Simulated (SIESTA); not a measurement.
Worked example: self-consistent single point of Bi₂Te₃ (R-3m, 5 atoms in the cell) in SIESTA.

Computed with GGA PBE, numerical atomic orbitals TZP, PseudoDojo PBE standard norm-conserving potentials (rewritten from UPF to PSML) run with SIESTA.

```xyz
5
Lattice="2.2581 1.3037 10.9911 -2.2581 1.3037 10.9911 0.0000 -2.6074 10.9911" Properties=species:S:1:pos:R:3 pbc="T T T"
Bi     0.0000     0.0000    19.8886
Bi     0.0000     0.0000    13.0848
Te     0.0000     0.0000    25.8245
Te     0.0000     0.0000     7.1489
Te     0.0000     0.0000     0.0000
```

Reference input (self-consistent single point, DFT, GGA PBE, numerical atomic orbitals TZP, PseudoDojo PBE standard norm-conserving potentials (rewritten from UPF to PSML)): XC.functional = GGA; XC.authors = PBE; potentials = PseudoDojo PBE standard; PAO.BasisSize = TZP; PAO.EnergyShift = 0.01 Ry; MeshCutoff = 350 Ry; kgrid.MonkhorstPack = 4 4 4; OccupationFunction = FD; ElectronicTemperature = 20 meV; MaxSCFIterations = 150; SCF.Mixer.Method = Broyden; SCF.Mixer.Weight = 0.2. This run's input differs from it in these lines:

```diff
@@ -31,5 +31,5 @@
 %block kgrid.MonkhorstPack
-    4   0   0  0.0
-    0   4   0  0.0
-    0   0   4  0.0
+    7   0   0  0.0
+    0   7   0  0.0
+    0   0   7  0.0
 %endblock kgrid.MonkhorstPack
```

Log, with long lists cut:

```
        iscf     Eharris(eV)        E_KS(eV)     FreeEng(eV)     dDmax    Ef(eV) dHmax(eV)
   scf:    1   -13007.173034   -12999.974359   -12999.974359  0.886231 -3.320513  6.269786
   scf:    2   -12999.735896   -13001.134495   -13001.134495  0.113026 -3.422929  3.590687
   scf:    3   -13001.855632   -13001.780347   -13001.780347  0.052604 -3.476007  2.387591
   scf:    4   -13002.057478   -13001.959330   -13001.959330  0.045389 -3.618863  1.127668
   scf:    5   -13002.005251   -13001.989860   -13001.989860  0.022518 -3.719943  0.124851
   [... 2 lines left out ...]
   scf:    8   -13001.992730   -13001.992728   -13001.992728  0.000229 -3.717581  0.004171
   scf:    9   -13001.992732   -13001.992730   -13001.992730  0.000277 -3.717260  0.002938
   scf:   10   -13001.992732   -13001.992731   -13001.992731  0.000164 -3.717189  0.001209
   scf:   11   -13001.992731   -13001.992731   -13001.992731  0.000083 -3.716890  0.000516
SCF Convergence by DM+H criterion
max |DM_out - DM_in|         :     0.0000825242
max |H_out - H_in|      (eV) :     0.0005155535
SCF cycle converged after 11 iterations

Using DM_out to compute the final energy and forces

siesta: E_KS(eV) =           -13001.9927

siesta: E_KS - E_eggbox =    -13001.9927

siesta: Atomic forces (eV/Ang):
     1    0.000000   -0.000000    0.039169
     2   -0.000000    0.000000   -0.039169
     3    0.000000   -0.000000    0.029724
     4   -0.000000    0.000000   -0.029724
     5    0.000000    0.000000    0.000000
   Tot    0.000000   -0.000000    0.000000
   Max    0.039169
   Res    0.017955    sqrt( Sum f_i^2 / 3N )
   Max    0.039169    constrained

Stress tensor Voigt[x,y,z,yz,xz,xy] (kbar):       22.61       22.61       22.13        0.00       -0.00       -0.00
   [... lines left out ...]
siesta: FreeEng =    -13001.992731
siesta: Cell volume =        194.143104 Ang**3
siesta:         -22.45339866        -24.71352971  kBar
   [... lines left out ...]
             -0.176   0.468   0.460   0.468   2.005   2.007   2.004   2.007

              2.005   0.035   0.059   0.019   0.059   0.035

mulliken: Qtot =       78.000

Mulliken Atomic Populations:
Atom #   charge [q] valence [e]  Species
     1    -0.046289   15.046289  Bi
     2    -0.046289   15.046289  Bi
     3     0.026162   15.973838  Te
     4     0.026162   15.973838  Te
     5     0.040255   15.959745  Te
 Total     0.000000
```

The run converged in 11 iterations. Against the reference run the free energy drops by 1.2 meV/atom, the pressure hardly changes (-2.31 to -2.25 GPa), the largest force goes from 0.065 to 0.039 eV/Å and the gap on the mesh moves little (0.600 to 0.597 eV).

The starting cell comes from a database of computed structures (which also holds hypothetical and non-ambient phases and stackings), without a prior relaxation at this level. Its lattice was rescaled by a random factor within 2.5 % of one. Spin-orbit coupling is off. Values carry the incompleteness of an atom-centred basis.

Cost on one core of a shared machine: roughly 2 min.
